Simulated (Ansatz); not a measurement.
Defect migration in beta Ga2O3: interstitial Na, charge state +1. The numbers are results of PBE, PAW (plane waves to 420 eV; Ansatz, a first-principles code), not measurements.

120-site cell at the relaxed PBE lattice, the Γ point alone, smearing 0.01 eV, spin-restricted, no finite-size correction. Static, classical nuclei. The charge state is imposed; whether it is stable for some Fermi level was not computed. Sites that were not tried may lie lower. The start lies 0.82 eV above the lowest site run (PBE).

Barriers: single points on a 2×2×2 k-point mesh shifted by half a step at the bands' geometries.

Relaxed starting cell (atoms counted from 1):

```yaml
crystal:
  lattice:
    - [12.45496, 0.00000, 0.00000]
    - [0.00000, 9.25026, 0.00000]
    - [-2.78275, 0.00000, 11.42039]
  atoms:
    - { symbol: Ga, position: [0.08730, 0.99897, 0.39430] }
    - { symbol: Ga, position: [0.09206, 0.99953, 0.89568] }
    - { symbol: Ga, position: [0.08732, 0.33418, 0.39431] }
    - { symbol: Ga, position: [0.09208, 0.33362, 0.89570] }
    - { symbol: Ga, position: [0.08809, 0.66657, 0.39435] }
    - { symbol: Ga, position: [0.09305, 0.66658, 0.89784] }
    - { symbol: Ga, position: [0.38189, 0.16662, 0.07159] }
    - { symbol: Ga, position: [0.41218, 0.16657, 0.59957] }
    - { symbol: Ga, position: [0.40685, 0.49928, 0.09751] }
    - { symbol: Ga, position: [0.41376, 0.49972, 0.60283] }
    - { symbol: Ga, position: [0.40684, 0.83395, 0.09751] }
    - { symbol: Ga, position: [0.41376, 0.83341, 0.60282] }
    - { symbol: Ga, position: [0.15728, 0.16655, 0.15685] }
    - { symbol: Ga, position: [0.15470, 0.16656, 0.65102] }
    - { symbol: Ga, position: [0.16007, 0.49989, 0.15678] }
    - { symbol: Ga, position: [0.15412, 0.50045, 0.65248] }
    - { symbol: Ga, position: [0.16007, 0.83325, 0.15677] }
    - { symbol: Ga, position: [0.15413, 0.83269, 0.65247] }
    - { symbol: Ga, position: [0.34113, 0.99698, 0.34471] }
    - { symbol: Ga, position: [0.33725, 0.99568, 0.82976] }
    - { symbol: Ga, position: [0.34112, 0.33612, 0.34469] }
    - { symbol: Ga, position: [0.33726, 0.33750, 0.82976] }
    - { symbol: Ga, position: [0.34419, 0.66655, 0.34246] }
    - { symbol: Ga, position: [0.33810, 0.66661, 0.83995] }
    - { symbol: O, position: [0.16644, 0.00025, 0.05358] }
    - { symbol: O, position: [0.16064, 0.99911, 0.55034] }
    - { symbol: O, position: [0.16645, 0.33291, 0.05359] }
    - { symbol: O, position: [0.16063, 0.33402, 0.55035] }
    - { symbol: O, position: [0.16779, 0.66655, 0.05545] }
    - { symbol: O, position: [0.16079, 0.66656, 0.55136] }
    - { symbol: O, position: [0.33831, 0.16656, 0.44180] }
    - { symbol: O, position: [0.31601, 0.16660, 0.92123] }
    - { symbol: O, position: [0.34055, 0.50021, 0.44596] }
    - { symbol: O, position: [0.33248, 0.49895, 0.94042] }
    - { symbol: O, position: [0.34056, 0.83290, 0.44596] }
    - { symbol: O, position: [0.33246, 0.83425, 0.94042] }
    - { symbol: O, position: [0.17447, 0.99937, 0.28219] }
    - { symbol: O, position: [0.16975, 0.99685, 0.77483] }
    - { symbol: O, position: [0.17447, 0.33378, 0.28218] }
    - { symbol: O, position: [0.16976, 0.33633, 0.77485] }
    - { symbol: O, position: [0.17612, 0.66658, 0.28288] }
    - { symbol: O, position: [0.17246, 0.66658, 0.77862] }
    - { symbol: O, position: [0.32319, 0.16658, 0.20978] }
    - { symbol: O, position: [0.32326, 0.16658, 0.70810] }
    - { symbol: O, position: [0.32926, 0.49787, 0.21932] }
    - { symbol: O, position: [0.32510, 0.50054, 0.71285] }
    - { symbol: O, position: [0.32923, 0.83528, 0.21929] }
    - { symbol: O, position: [0.32510, 0.83262, 0.71285] }
    - { symbol: O, position: [0.48516, 0.00728, 0.11518] }
    - { symbol: O, position: [0.49917, 0.00106, 0.62974] }
    - { symbol: O, position: [0.48517, 0.32593, 0.11520] }
    - { symbol: O, position: [0.49917, 0.33209, 0.62981] }
    - { symbol: O, position: [0.49228, 0.66661, 0.12585] }
    - { symbol: O, position: [0.49890, 0.66656, 0.62970] }
    - { symbol: O, position: [0.00221, 0.16658, 0.36961] }
    - { symbol: O, position: [0.00656, 0.16659, 0.87345] }
    - { symbol: O, position: [0.00108, 0.50050, 0.36963] }
    - { symbol: O, position: [0.00690, 0.50068, 0.87419] }
    - { symbol: O, position: [0.00107, 0.83265, 0.36963] }
    - { symbol: O, position: [0.00689, 0.83247, 0.87418] }
    - { symbol: Ga, position: [0.61744, 0.16650, 0.42842] }
    - { symbol: Ga, position: [0.58716, 0.16660, 0.90044] }
    - { symbol: Ga, position: [0.59248, 0.49919, 0.40248] }
    - { symbol: Ga, position: [0.58561, 0.49977, 0.89717] }
    - { symbol: Ga, position: [0.59248, 0.83388, 0.40250] }
    - { symbol: Ga, position: [0.58561, 0.83346, 0.89720] }
    - { symbol: Ga, position: [0.91206, 0.99894, 0.10571] }
    - { symbol: Ga, position: [0.90731, 0.99950, 0.60434] }
    - { symbol: Ga, position: [0.91206, 0.33417, 0.10571] }
    - { symbol: Ga, position: [0.90731, 0.33362, 0.60434] }
    - { symbol: Ga, position: [0.91128, 0.66656, 0.10568] }
    - { symbol: Ga, position: [0.90633, 0.66656, 0.60217] }
    - { symbol: Ga, position: [0.65827, 0.99702, 0.15534] }
    - { symbol: Ga, position: [0.66212, 0.99568, 0.67026] }
    - { symbol: Ga, position: [0.65828, 0.33619, 0.15529] }
    - { symbol: Ga, position: [0.66211, 0.33745, 0.67024] }
    - { symbol: Ga, position: [0.65516, 0.66661, 0.15758] }
    - { symbol: Ga, position: [0.66126, 0.66657, 0.66004] }
    - { symbol: Ga, position: [0.84208, 0.16655, 0.34322] }
    - { symbol: Ga, position: [0.84466, 0.16658, 0.84900] }
    - { symbol: Ga, position: [0.83931, 0.49987, 0.34324] }
    - { symbol: Ga, position: [0.84524, 0.50044, 0.84753] }
    - { symbol: Ga, position: [0.83931, 0.83325, 0.34325] }
    - { symbol: Ga, position: [0.84524, 0.83271, 0.84753] }
    - { symbol: O, position: [0.66102, 0.16660, 0.05821] }
    - { symbol: O, position: [0.68336, 0.16656, 0.57877] }
    - { symbol: O, position: [0.65878, 0.50027, 0.05406] }
    - { symbol: O, position: [0.66686, 0.49890, 0.55957] }
    - { symbol: O, position: [0.65879, 0.83296, 0.05406] }
    - { symbol: O, position: [0.66687, 0.83422, 0.55959] }
    - { symbol: O, position: [0.83295, 0.00020, 0.44645] }
    - { symbol: O, position: [0.83872, 0.99913, 0.94968] }
    - { symbol: O, position: [0.83296, 0.33291, 0.44644] }
    - { symbol: O, position: [0.83872, 0.33403, 0.94969] }
    - { symbol: O, position: [0.83160, 0.66655, 0.44456] }
    - { symbol: O, position: [0.83862, 0.66657, 0.94865] }
    - { symbol: O, position: [0.67620, 0.16651, 0.29028] }
    - { symbol: O, position: [0.67610, 0.16658, 0.79192] }
    - { symbol: O, position: [0.67008, 0.49786, 0.28069] }
    - { symbol: O, position: [0.67428, 0.50053, 0.78715] }
    - { symbol: O, position: [0.67011, 0.83526, 0.28071] }
    - { symbol: O, position: [0.67427, 0.83264, 0.78717] }
    - { symbol: O, position: [0.82491, 0.99937, 0.21782] }
    - { symbol: O, position: [0.82962, 0.99682, 0.72519] }
    - { symbol: O, position: [0.82489, 0.33378, 0.21782] }
    - { symbol: O, position: [0.82961, 0.33632, 0.72519] }
    - { symbol: O, position: [0.82324, 0.66656, 0.21713] }
    - { symbol: O, position: [0.82690, 0.66657, 0.72137] }
    - { symbol: O, position: [0.99715, 0.16655, 0.13038] }
    - { symbol: O, position: [0.99282, 0.16656, 0.62657] }
    - { symbol: O, position: [0.99831, 0.50049, 0.13040] }
    - { symbol: O, position: [0.99248, 0.50068, 0.62582] }
    - { symbol: O, position: [0.99831, 0.83262, 0.13038] }
    - { symbol: O, position: [0.99249, 0.83244, 0.62582] }
    - { symbol: O, position: [0.51411, 0.00721, 0.38479] }
    - { symbol: O, position: [0.50018, 0.00106, 0.87020] }
    - { symbol: O, position: [0.51414, 0.32587, 0.38481] }
    - { symbol: O, position: [0.50019, 0.33215, 0.87026] }
    - { symbol: O, position: [0.50706, 0.66654, 0.37417] }
    - { symbol: O, position: [0.50045, 0.66662, 0.87033] }
    - { symbol: Na, position: [0.49969, 0.16661, 0.24998] }
```
Cell charge +1.

End state 1 differs by these moves (Å; atoms that move under 0.08 Å are left out):

| atom | element | Δx | Δy | Δz |
|---|---|---|---|---|
| 7 | Ga | 0.24 | 0.00 | 0.30 |
| 11 | Ga | -0.24 | 0.00 | -0.30 |
| 20 | Ga | 0.00 | 0.08 | 0.00 |
| 22 | Ga | -0.02 | -0.04 | 0.12 |
| 24 | Ga | 0.02 | -0.04 | -0.12 |
| 32 | O | 0.15 | -0.01 | 0.22 |
| 36 | O | -0.15 | -0.01 | -0.22 |
| 43 | O | 0.05 | -0.02 | 0.11 |
| 47 | O | -0.05 | -0.02 | -0.11 |
| 49 | O | 0.00 | -0.13 | 0.00 |
| 51 | O | 0.06 | 0.07 | 0.12 |
| 53 | O | -0.06 | 0.07 | -0.12 |
| 61 | Ga | -0.24 | 0.00 | -0.30 |
| 65 | Ga | 0.24 | 0.00 | 0.30 |
| 74 | Ga | 0.00 | 0.08 | 0.00 |
| 76 | Ga | 0.02 | -0.04 | -0.12 |
| 78 | Ga | -0.02 | -0.04 | 0.12 |
| 86 | O | -0.15 | -0.01 | -0.22 |
| 90 | O | 0.15 | -0.01 | 0.22 |
| 97 | O | -0.05 | -0.02 | -0.11 |
| 101 | O | 0.05 | -0.02 | 0.11 |
| 115 | O | 0.00 | -0.13 | 0.00 |
| 117 | O | -0.06 | 0.07 | -0.12 |
| 119 | O | 0.06 | 0.07 | 0.12 |
| 121 | Na | 0.00 | -3.08 | 0.00 |

Predict the forward and backward barriers to end state 1 from PBE, PAW.

forward 0.77 eV, backward 0.77 eV; at the saddle point atom 121 has neighbours 2 O at 1.95, 2 O at 2.46 Å. The saddle point's order was not checked, and it lies on a symmetry element of the cell, where a band can be held.
